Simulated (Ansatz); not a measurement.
An Ansatz (a quantum-chemistry and plane-wave program) input (plane-wave PAW DFT at the r2SCAN level (Ansatz, 500 eV), scalar-relativistic without spin-orbit coupling):

Ansatz 0.2 input:
```yaml
crystal:
  lattice:
    - [2.91216084, 0, 0.0064067538]
    - [-1.45608042, 2.5220052673, -0.0032033769]
    - [0.0062396913, 0, 2.8362233197]
  atoms:
    - { symbol: W, position: [0, 0, 0] }
    - { symbol: C, position: [0.6666666667, 0.3333333333, 0.5] }
basis: { ecutwfc: 500, ecutrho_ratio: 4, xc_grid: 4, fft_grid_basis: typed }
kpoints: { mp_grid: { grid: [18, 18, 16] } }
hamiltonian:
  xc: r2scan
  dispersion: none
  pseudopotentials: { kind: paw }
scf: { occupations: { method: fermi_dirac, width: 0.05 }, convergence: { dr2_threshold: 0.0000000002 } }
relax: { f_tol: 0.005, max_steps: 50 }
output: { forces: true, stress: true }
checkpoint: { write: state.ck, write_every: 1000 }
```

### Question
Which symmetry and how many k-points will the program report, and about how many plane waves at Γ?

### Answer
Space group C2 (ITA 5) with 2 operations, k-points 1379 of 5184, and 539 plane waves at Γ.

The cells carry an imposed strain or load. No phonon test of stability was made. All final runs are without spin polarisation. The cell was made from WC (space group P-6m2, No. 187) by this change: tensor shear ε_xz = +0.22 %.
